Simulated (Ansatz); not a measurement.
Input:

End structure of a constructed model of the (100) surface of fcc Rh, a pseudomorphic layer of Au in the host's stacking (bottom of the slab: a bare face, its two planes held):

```xyz
7
Lattice="2.7082 0.0000 0.0000 0.0000 2.7082 0.0000 0.0000 0.0000 28.0000" Properties=species:S:1:pos:R:3 pbc="T T T"
Rh     1.3541     1.3541     8.1236
Rh     0.0000     0.0000    10.0386
Rh     1.3541     1.3541    11.9421
Rh     0.0000     0.0000    13.8739
Rh     1.3541     1.3541    15.7925
Rh     0.0000     0.0000    17.6490
Au     1.3541     1.3541    19.8061
```

Model: 7-atom slab, 11.8 Å thick at the start, 14x14x1 mesh, Fermi-Dirac 0.1 eV, dipole correction, 2 atoms held, the rest relaxed; start symmetry kept, larger cells not searched; no spin, no spin-orbit, no U. It is one candidate, not shown to be the stable structure of the face.

Q: What is the computed work function of the top face (PBE (Ansatz, a program for electronic structure))?

A: 5.17 eV
